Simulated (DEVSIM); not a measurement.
System: Al/Al2O3/p-Ge capacitor, at 250 K.

```csv
layer (left to right),material,thickness (nm),Na (cm⁻³)
1,Al2O3,6.70,-
2,Ge,3000,4e16
```

Metal gate on the left, work function 4.1 eV. Fixed charge at the semiconductor interface 0 cm⁻² (in units of +e); no interface traps.

Constants are typed, rounded textbook-type inputs, not results; the design itself was drawn at random and stands for no fabricated device. Values at 300 K; Nc and Nv go as T^1.5, mobilities as T to minus their exponent, the gap by Varshni's rule with the affinity fixed.

```
parameter         Al2O3        Ge
----------------  -----  --------
gap (eV)            6.8     0.664
affinity (eV)      1.35         4
permittivity          9        16
Nc (cm⁻³)             -   1.04e19
Nv (cm⁻³)             -      6e18
Varshni α (eV/K)      -  0.000477
Varshni β (K)         -       235
```

Model (solved in DEVSIM): 1D Poisson equation in equilibrium, Boltzmann statistics, complete ionisation; no quantum confinement or tunnelling. Metal contacts follow the ideal Schottky-Mott rule: no Fermi-level pinning, no interface dipoles.

The temperature was swept, all else fixed.

```tsv
temperature (K)	minimum of the low-frequency capacitance (μF/cm²)	flat-band voltage (V)	threshold voltage (band bending 2φF) (V)
250	0.106	-0.48	0.06
300	0.119	-0.43	0.03
350	0.141	-0.39	-0.01
400	0.180	-0.34	-0.05
450	0.241	-0.29	-0.09
500	0.339	-0.24	-0.13
```

From the first row to the last the minimum of the low-frequency capacitance goes from 0.106 to 0.339. From the first row to the last the flat-band voltage goes from -0.48 to -0.24.
